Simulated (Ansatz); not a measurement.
We consider Al12W (Im-3, No. 204), described by PBEsol (Ansatz, an electronic-structure program, PAW).

Run with plane-wave cutoff 520 eV, 12×12×12 k mesh, Fermi–Dirac smearing 0.046 eV (set by the program), no spin polarisation, scalar-relativistic PAW data made under PBE.

Computed at the level's own relaxed cell.

Q: Predict the Voigt–Reuss–Hill bulk modulus, polycrystal shear modulus (Hill average), Young modulus and Poisson ratio.

A: 
- Voigt–Reuss–Hill bulk modulus: 97.0 GPa
- polycrystal shear modulus (Hill average): 60.3 GPa
- Young modulus: 150 GPa
- Poisson ratio: 0.243

Elastic constants are with the ions relaxed.

Spin–orbit coupling is not included.

It cost around 120 core-minutes (rough) of CPU time.
